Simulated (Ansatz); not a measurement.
Band structure of GaAgSnSe₄ (I-4, 7 atoms in the cell).

```xyz
7
Lattice="-3.0192 3.0192 5.4845 3.0192 -3.0192 5.4845 3.0192 3.0192 -5.4845" Properties=species:S:1:pos:R:3 pbc="T T T"
Ga     0.0000     0.0000     5.4845
Ag     3.0192     0.0000     2.7422
Sn     0.0000     3.0192     2.7422
Se     1.4730     1.5485     4.2851
Se     1.5485    -1.4730     6.6838
Se     1.5462     1.4707    -1.1993
Se     1.4707     4.4922     1.1993
```

Method of the run: PBEsol, PAW files made with PBE (plane waves; Ansatz, a quantum-chemistry and plane-wave program).

Settings: kpoints.mp_grid.grid = 3 3 3; hamiltonian.xc = pbesol; hamiltonian.pseudopotentials = {kind: paw} (the program's default PAW files); scf.occupations.method = fermi_dirac; scf.occupations.width = 0.01 eV; kpoints.band_path.npoints = 8.

The starting cell comes from a database of computed structures (which also holds hypothetical and non-ambient phases and stackings), without a prior relaxation at this level.

**Question.** Predict the gap along the standard path and the places of the band edges.

**Answer.** The gap along the path is 0.79 eV, direct at Γ to within 0.01 eV.

Levels in eV from the top of the valence band on the path, bands 52 to 59:
```csv
point,52,53,54,55,56,57,58,59
Γ,-1.59,-0.12,0.00,0.00,0.79,2.83,2.87,4.25
X,-0.85,-0.48,-0.23,-0.19,1.29,2.15,3.47,4.16
Y,-0.93,-0.66,-0.40,-0.17,1.51,2.40,3.78,3.87
S,-1.28,-0.99,-0.45,-0.11,1.84,2.70,3.05,3.86
Z,-1.37,-0.75,-0.43,-0.43,1.65,2.58,2.69,2.69
S1,-1.28,-0.99,-0.45,-0.11,1.84,2.70,3.05,3.86
N,-1.18,-0.84,-0.59,-0.24,1.93,2.94,3.59,4.40
P,-0.79,-0.51,-0.42,-0.37,1.67,2.31,3.17,4.28
Y1,-0.93,-0.66,-0.40,-0.17,1.51,2.40,3.78,3.87
```

Keys are those of Ansatz 0.2.
